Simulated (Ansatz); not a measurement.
# bcc Mo: the defect Sn_Mo

Calculation: PBE, PAW (plane waves to 420 eV; Ansatz, a program for electronic structure). Cell and caveats: 54-site cell; 4×4×4 shifted k-points; start: the Mo site; no spin–orbit coupling; energies good to tenths of an eV; the relaxation kept the symmetry of the starting site.

Neighbours after relaxation, in Å: of the Sn atom: Mo 2.81, Mo 2.81, Mo 2.81, Mo 2.81, Mo 2.81, Mo 2.81, Mo 2.81, Mo 2.81 (the shell may go on).

Formation energies E_f are those of the neutral cell. Chemical conditions: host crystal and elements as references (Δμ(Mo) = 0.00 eV, Δμ(Sn) = 0.00 eV; Sn taken from its element, since no compound that bounds it was computed at this level; only phases computed here count, gases as isolated molecules at 0 K). Reference phases: Mo: bcc Mo, Sn: beta tin.

```json
[
 {"charge": "0", "moment (μB)": "not spin-polarised", "point group": "Oh", "largest move off a lattice site (Å)": "0.07", "E_f, host crystal and elements as references (eV)": "0.69"}
]
```

Point groups are those of the whole cell at tolerances of 0.03 and 0.1 Å ("near" where only the looser one holds); none is given for unsettled states.

All states together cost about 13 core-minutes (a rough figure).
